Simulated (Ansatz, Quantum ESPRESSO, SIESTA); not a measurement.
One structure in several programs: ZrScVNi₃ (P1, 6 atoms in the cell)

Self-consistent single point, at a second geometry (atoms moved at random). First geometry:

```yaml
crystal:
  lattice:
    - [2.54001, 1.46648, 3.92295]
    - [-2.54001, 1.46648, 3.92295]
    - [0.00000, -2.93296, 3.92295]
  atoms:
    - { symbol: Zr, position: [0.99438, 0.99438, 0.99438] }
    - { symbol: Sc, position: [0.25357, 0.25357, 0.25357] }
    - { symbol: V, position: [0.62611, 0.62611, 0.62611], spin: 2.0 }
    - { symbol: Ni, position: [0.62486, 0.12620, 0.62486], spin: 2.0 }
    - { symbol: Ni, position: [0.62486, 0.62486, 0.12620], spin: 2.0 }
    - { symbol: Ni, position: [0.12620, 0.62486, 0.62486], spin: 2.0 }
```
(The spins are starting values, not results.)

Second geometry:
```
ZrScVNi3
1.0
    2.54001     1.46648     3.92295
   -2.54001     1.46648     3.92295
    0.00000    -2.93296     3.92295
Zr Sc V Ni
1 1 1 3
Direct
  0.99047   0.98835   0.99654
  0.25366   0.24267   0.25912
  0.64075   0.61476   0.62238
  0.62858   0.12715   0.62738
  0.61177   0.64688   0.12376
  0.12475   0.63018   0.62080
```
Moments meant for the start (each program seeds them in its own way; μB, in the order of the atoms Zr Sc V Ni Ni Ni): 0.0 0.0 2.0 2.0 2.0 2.0.

Shared settings, as Ansatz (a first-principles code) writes them: kpoints.mp_grid.grid = 4 4 4; scf.occupations.method = gaussian; scf.occupations.width = 0.05 eV. Potentials and cutoffs stand in the table.

```tsv
code	model	ΔF from the first geometry (meV/atom)	pressure (GPa)	largest force (eV/Å)	size of the net moment (μB/atom)	cutoff
Quantum ESPRESSO	LDA (PZ), GBRV 1.5 ultrasoft (LDA) pseudopotentials	8.5	-10.78	0.477	0.10	50 Ry
SIESTA	LDA PW92, numerical atomic orbitals TZP, PseudoDojo LDA standard norm-conserving potentials (rewritten from UPF to PSML)	9.3	-14.93	0.525	0.11	grid 350 Ry
Ansatz	LDA (PW92), PAW files made with PBE	8.5	-10.83	0.475	0.10	420 eV
```

Size of the force on each atom (eV/Å): Sizes of forces hide their directions.

```csv
code,Zr1,Sc2,V3,Ni4,Ni5,Ni6
Quantum ESPRESSO,0.240,0.231,0.433,0.322,0.477,0.160
SIESTA,0.300,0.247,0.411,0.380,0.525,0.171
Ansatz,0.242,0.228,0.433,0.321,0.475,0.158
```

On Ansatz's run: the moments shrank to a small part of their start, a low-spin state that need not be the lowest. The program warned that a starting moment was not kept.

The spread over the programs that give each value: ΔF from the first geometry within 0.8 meV/atom; pressure within 4.15 GPa; largest force within 0.050 eV/Å; size of the net moment within 0.01 μB/atom.

SIESTA uses small atom-centred bases, whose incompleteness enters pressures, forces and empty levels differently from a plane-wave cutoff. Ansatz's pressure is given at a fixed set of plane waves, as the other plane-wave codes print theirs; with its correction for the finite basis it is -10.78 GPa. The same LDA comes in different parametrisations, which differ slightly. In the pressure, SIESTA (by 4.12) lies more than 1 GPa from the median of the plane-wave programs.

The starting cell comes from a database of computed structures (which also holds hypothetical and non-ambient phases and stackings), without a prior relaxation at this level. For this run, on top of that: atoms moved at random.

Keys are those of Ansatz 0.2.
